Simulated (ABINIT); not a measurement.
σyy against uniaxial strain in rock-salt MgS (space group 225): C12 (ABINIT, PBEsol)

```
MgS
1.0
    0.00000     2.59164     2.59164
    2.55276     0.00000     2.59164
    2.55276     2.59164     0.00000
Mg S
1 1
Direct
  0.00000   0.00000   0.00000
  0.50000   0.50000   0.50000
```

Method of the run: PBEsol, norm-conserving pseudopotentials (PseudoDojo nc-sr-04 PBEsol standard) (plane waves; ABINIT 10.0.3). Settings: pseudos = [Mg.upf, S.upf]; ecut = 1497 eV; occopt = 3; tsmear = 0.00036749 Ha; ngkpt = 12 12 12; nshiftk = 1; shiftk = 0 0 0; potentials = PseudoDojo nc-sr-04 PBEsol standard; nband = 13; kptopt = 1; nstep = 50; tolvrs = 1e-10. The cell above is the first row's. The rows stretch one cube axis (x) by the strain ε and hold the other two. Stress is positive in tension. In all rows fractional positions and the k mesh are held.

```
ε (%)  σyy (GPa)
-----  ---------
-1.5      -0.630
-1.0      -0.414
-0.5      -0.203
0.0        0.003
0.5        0.205
1.0        0.403
1.5        0.596
2.0            ?
```

The 7 complete rows are fitted with a parabola, σyy against ε. Least squares gives σyy = 0.0032 + 0.40857·ε - 0.00895·ε². Residuals (row less fit): -0.0002, 0.0003, 0.0003, -0.0002, -0.0002, 0.0002, 0.0001; standard error 0.0003 (degrees of freedom: 4). The slope at ε = 0, 0.40857 GPa per cent, gives C12 ≈ 100 × 0.40857 = 41 GPa, for the static lattice.

Problem. What does the fit predict for σyy at ε = 2.0, and how far is the calculated value from it?

Solution. σyy = 0.0032 + 0.40857 × 2.0 - 0.00895 × 2.0² = 0.7845 GPa. The calculation gives 0.785 GPa, which the fit meets to the printed digits. The row lies outside the fitted rows, so this is an extrapolation. From the scatter of the fitted rows alone, a prediction at this place has a standard error of 0.0006 GPa, so the miss is 0.9 times that.

Carrying the step between the two nearest rows on in a straight line would have given 0.789, off by 0.004; series whose last step already gives the withheld value aren't shown. The reference cell has the volume at which an earlier scan in this program and functional put its minimum by a fit. The runs keep the symmetry of the cell, so they don't test it for distortions. The unstrained cell stands at a pressure of 0.00 GPa, and the constants belong to that pressure. By symmetry this strain leaves no force on the atoms; the largest in the rows is 0.000 eV/Å. Cutoffs and mesh are single choices, not tested for convergence of this quantity. Series with a scatter that would blur these digits, or in which a gap closes, are not shown. Strain series were run only where this level's volume lies within 10 % of a first guess from the measured size.
